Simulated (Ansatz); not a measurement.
# Defect calculation: O on the As site (broken-bond start) in zinc-blende InAs

All values below come from PBE, PAW (plane waves to 420 eV; Ansatz, a quantum-chemistry and plane-wave program). Set-up: 64-site cell; 2×2×2 shifted k-points; start: the As site; started 0.95 Å off site, one bond broken; no spin–orbit coupling; the functional closes the host's gap; finite-size errors of tenths of an eV.

Neighbours after relaxation, in Å: of the O atom: In 2.37, In 2.37, In 2.37, In 2.38.

Formation energies E_f are those of the neutral cell. Chemical conditions: As-rich (Δμ(As) = 0.00 eV, Δμ(O) = -2.27 eV, bounded by bixbyite In2O3; only phases computed here count, gases as isolated molecules at 0 K); In-rich (Δμ(As) = -0.48 eV, Δμ(O) = -2.59 eV, bounded by bixbyite In2O3; only phases computed here count, gases as isolated molecules at 0 K). Reference phases: As: rhombohedral As, O: O2 molecule in a box.

| charge | moment (μB) | largest move off a lattice site (Å) | E_f, As-rich (eV) | E_f, In-rich (eV) |
|---|---|---|---|---|
| 0† | fractional | 0.31 | 1.74 | 1.58 |

† Not settled in this cell, so no level is given: charge 0: fractional moment.

No other site or start that was run ended lower by more than 0.1 eV.
